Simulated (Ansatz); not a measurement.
Start from WC (space group P-6m2, No. 187; a = 2.884 Å, c = 2.812 Å; relaxed with 0.1 eV smearing). Axes: x lies along a and z along c of the hexagonal cell.

The values are results of Kohn–Sham DFT with the LDA functional, run in Ansatz (a program for electronic structure) with PAW and 420 eV plane waves, scalar-relativistic without spin-orbit coupling, not measurements.

Before the change:

| Quantity | Value |
|---|---|
| Shortest interatomic distance | 217.9 pm |

One thing is altered: uniaxial strain ε_zz = −1.00 %, all other strain components held at zero; the atoms relax in the strained cell.

Task: Predict the new stress and shortest interatomic distance.

Result: The stress (xx, yy, zz, yz, xz, xy; compression positive) comes out as (2.0, 2.0, 10.5, 0.0, 0.0, 0.0) GPa; the shortest interatomic distance drops by 0.9 pm, from 217.9 pm to 217.0 pm.

Whether these cells are dynamically stable was not tested. All final runs are without spin polarisation.
